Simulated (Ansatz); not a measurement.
Start from Ti in the hcp (Mg type) structure (space group P6_3/mmc, No. 194).

```
CELL_PARAMETERS angstrom
      2.93627     0.00000     0.00000
     -1.46813     2.54288     0.00000
      0.00000     0.00000     4.63716
ATOMIC_POSITIONS crystal
  Ti 0.33333 0.66667 0.75000
  Ti 0.66667 0.33333 0.25000
```

Cartesian axes are those of the cell as printed.

Calculations: r2SCAN/PAW in Ansatz (a first-principles code), spin-orbit coupling left out, earlier PAW set.

Free-standing slabs (1 atom(s) a layer) normal to the z axis with 15 Å of vacuum; in-plane cell held at bulk.

One change was made to it. Results:

```
quantity                          base    after
-----------------------------  -------  -------
shortest interatomic distance  2.872 Å  2.659 Å
band gap                          zero     zero
```

Question: Name the change that was made.
A. 3 layers
B. 1 layer
C. 2 layers

Answer: C, 2 layers. For comparison, the shortest interatomic distance in the other runs: 3 layers gives 2.789 Å; 1 layer gives 2.936 Å.

No phonon test of stability was made. All final runs are without spin polarisation.
